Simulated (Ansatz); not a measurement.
## Fermi-surface data of MgRh (Pm-3m)

Given:

```
MgRh
1.0
    3.08323     0.00000     0.00000
    0.00000     3.08323     0.00000
    0.00000     0.00000     3.08323
Mg Rh
1 1
Cartesian
  0.00000   0.00000   0.00000
  1.54162   1.54162   1.54162
```

All values below come from PBEsol, rigid bands (plane waves, PAW, scalar-relativistic; Ansatz, a quantum-chemistry and plane-wave program). Cell: cell and atoms relaxed with PBEsol.

The density of states at the Fermi level is 1.08 states/(eV·cell), both spins, the bare Sommerfeld coefficient is 1.27 mJ/(mol of atoms·K²) and the drude plasma energy is 7.0 eV. The root-mean-square Fermi velocity is 7.1e5 m/s. The resistivity times τ is 10.0 ×10⁻²² Ω·m·s.

A metal at this level (no band gap); rigid bands, thermally averaged at 300 K, both spins. Spin-orbit coupling is left out. τ is one relaxation time for all states.

Formula and space group known from diffraction (Crystallography Open Database), not checked to be the room-temperature form: MgRh (Pm-3m).
